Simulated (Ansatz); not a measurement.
We consider As (I4/mmm, No. 139, 3 atoms in the cell; start mp-1238842; another form than the element's usual one), described by LDA in Ansatz (PAW).

Settings: plane-wave cutoff 520 eV, 20×20×20 k mesh, Fermi–Dirac smearing 0.05 eV, scalar-relativistic PAW data made under PBE.

Cell (relaxed at this level):

```cif
data_As3
_chemical_formula_sum 'As3'
_space_group_name_H-M_alt 'P 1'
_space_group_IT_number 1
_cell_length_a 4.87007
_cell_length_b 4.87007
_cell_length_c 4.87007
_cell_angle_alpha 131.810
_cell_angle_beta 131.810
_cell_angle_gamma 70.529
loop_
_space_group_symop_operation_xyz
  'x, y, z'
loop_
_atom_site_label
_atom_site_type_symbol
_atom_site_fract_x
_atom_site_fract_y
_atom_site_fract_z
_atom_site_occupancy
As1 As 0.75000 0.25000 0.50000 1
As2 As 0.25000 0.75000 0.50000 1
As3 As 0.50000 0.50000 0.00000 1
```

Problem. What does this level give for the bulk modulus?

Solution. 
- bulk modulus: 80.0 GPa

The run finds no gap.

Note: the bulk modulus is −V dP/dV from two relaxed cells at ±2 % in volume; the relaxation could not lower the start's symmetry, so the cell can be a saddle point above a distorted one.

A start named mp-… is a Materials Project structure, which need not be a measured phase.

Ansatz is a program for electronic structure.
